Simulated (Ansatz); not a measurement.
For PbZrO₃ (Amm2, No. 38, 5 atoms in the cell; start mp-20337; a measured phase of this formula has another space group), PBEsol (Ansatz, an electronic-structure program, PAW) gives:

- equilibrium volume per atom: 14.46 Å³/atom
- formation enthalpy: -2.521 eV/atom

Question: What does r²SCAN (Ansatz, PAW) give for the same quantities?

Answer: 
- equilibrium volume per atom: 14.68 Å³/atom (goes up by 1.5 %)
- formation enthalpy: -2.705 eV/atom (moves by -0.184 eV/atom)

Changes are worked out from the printed values.

Unless a cell is named, each level is at its own relaxed cell (PBEsol 14.46, r²SCAN 14.68 Å³/atom).

Levels without +SOC leave out spin–orbit coupling, which shifts energies and cells of such heavy elements.

Caveats: the relaxation could not lower the start's symmetry, so the cell can be a saddle point above a distorted one (PBEsol, r²SCAN). Ansatz's density-functional and Hartree–Fock values are scalar-relativistic unless marked +SOC, with PAW data made under PBE.

A start named mp-… is a Materials Project structure, which need not be a measured phase.
